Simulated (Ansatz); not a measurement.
An Ansatz (a program for electronic structure) input (PBEsol (Ansatz, PAW, no spin-orbit coupling)):

Ansatz 0.2 input:
```yaml
crystal:
  lattice:
    - [-3.1505856136, 3.1505856136, 6.2547278198]
    - [3.1505856136, -3.1505856136, 6.2547278198]
    - [3.1505856136, 3.1505856136, -6.2547278198]
  atoms:
    - { symbol: Ag, position: [0.75, 0.25, 0.5] }
    - { symbol: Ag, position: [0, 0, 0] }
    - { symbol: In, position: [0.25, 0.75, 0.5] }
    - { symbol: In, position: [0.5, 0.5, 0] }
    - { symbol: Te, position: [0.1162648727, 0.125, 0.4912648727] }
    - { symbol: Te, position: [0.6337351273, 0.625, 0.5087351273] }
    - { symbol: Te, position: [0.375, 0.8837351273, 0.0087351273] }
    - { symbol: Te, position: [0.875, 0.3662648727, 0.9912648727] }
basis: { ecutwfc: 420, ecutrho_ratio: 4, xc_grid: 2, fft_grid_basis: typed }
kpoints: { mp_grid: { grid: [7, 7, 7] } }
hamiltonian:
  xc: pbesol
  dispersion: none
  pseudopotentials: { kind: paw }
scf: { occupations: { method: fermi_dirac, width: 0.05 }, convergence: { dr2_threshold: 0.0000000008 } }
relax: { f_tol: 0.005, max_steps: 50 }
output: { forces: true, stress: true }
checkpoint: { write: state.ck, write_every: 1000 }
```

### Question
Which symmetry and how many k-points will the program report, and about how many plane waves at Γ?

### Answer
Space group I-42d (ITA 122) with 8 operations, k-points 40 of 343, and 4893 plane waves at Γ.

### Question
And the final pressure?

### Answer
3.19 GPa (compression positive).

The cells carry an imposed strain or load. Stability against distortions was not tested. The cell was made from InAgTe₂ in the chalcopyrite structure (space group I-42d, No. 122) by this change: isotropic strain −2.02 %.
